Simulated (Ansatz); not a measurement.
We consider Zr2O (model structure, started from the Ca2N type, R-3m, No. 166, 3 atoms in the cell), described by LDA in Ansatz (plane waves, PAW).

Numerical settings: plane-wave cutoff 520 eV, 20×20×20 k mesh, Fermi–Dirac smearing 0.05 eV, scalar-relativistic PAW data made under PBE.

Cell (relaxed at this level):

```cif
data_OZr2
_chemical_formula_sum 'Zr2 O1'
_space_group_name_H-M_alt 'P 1'
_space_group_IT_number 1
_cell_length_a 5.47695
_cell_length_b 5.47695
_cell_length_c 5.47695
_cell_angle_alpha 33.990
_cell_angle_beta 33.990
_cell_angle_gamma 33.990
loop_
_space_group_symop_operation_xyz
  'x, y, z'
loop_
_atom_site_label
_atom_site_type_symbol
_atom_site_fract_x
_atom_site_fract_y
_atom_site_fract_z
_atom_site_occupancy
Zr1 Zr 0.74984 0.74984 0.74984 1
Zr2 Zr 0.25016 0.25016 0.25016 1
O1 O 0.00000 0.00000 0.00000 1
```

Q: Give the computed bulk modulus B0.

A: 
* **bulk modulus B0**: 145 GPa

The run finds no gap.

Note: the bulk modulus is −V dP/dV from two relaxed cells at ±2 % in volume; the relaxation could raise the start's symmetry but not lower it, so the cell can be a saddle point.

The computed numbers hold no vibrational or temperature effects.

Cost on a shared machine: very roughly 10 core-minutes.

A model structure was made by putting elements into a prototype or built by hand; it is no filed structure, need not be a known phase, and can be a saddle point held by its symmetry.

Ansatz is a first-principles code.
